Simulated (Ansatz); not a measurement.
# Response to strain in BAs

Start from BAs in the wurtzite structure (space group P6_3mc, No. 186; a cell from a computed database, its experimental status unchecked).

```
BAs
1.0
    3.35438     0.00000     0.00000
   -1.67719     2.90498     0.00000
    0.00000     0.00000     5.55380
B As
2 2
Cartesian
  0.00000   1.93665   2.08028
  1.67719   0.96833   4.85717
  0.00000   1.93665   0.00240
  1.67719   0.96833   2.77930
```

Cartesian axes are those of the cell as printed.

Strains are applied to the cell and any free atomic positions relax; under biaxial strain the out-of-plane vector relaxes too.

Level of theory: Ansatz (an electronic-structure program), PBEsol, PAW, cutoff 420 eV, spin-orbit coupling left out.

Notes on the quantities. pressure: mean of the normal stresses, compression positive.

```csv
change,gap character,volume per atom,band gap,pressure
base,"indirect, Γ → M",13.53 Å³,1.02 eV,-0.01 GPa
"biaxial strain −1.76 %, plane normal [001], relaxed out of plane","indirect, Γ → K",13.09 Å³,0.94 eV,4.91 GPa
uniaxial strain ε_zz = −5.59 %,"indirect, Γ → M",12.77 Å³,0.59 eV,9.70 GPa
uniaxial strain ε_zz = +0.57 %,"indirect, Γ → M",13.61 Å³,1.06 eV,-0.81 GPa
uniaxial strain ε_zz = +0.64 %,"indirect, Γ → M",13.62 Å³,1.06 eV,-0.91 GPa
tensor shear ε_yz = +0.99 %,"indirect, Γ → Y₂",13.53 Å³,0.99 eV,0.01 GPa
```

Whether these cells are dynamically stable was not tested. This is not the structure that BAs has at room temperature and ambient pressure. Labels are those of the standard path for the cell's own space group.
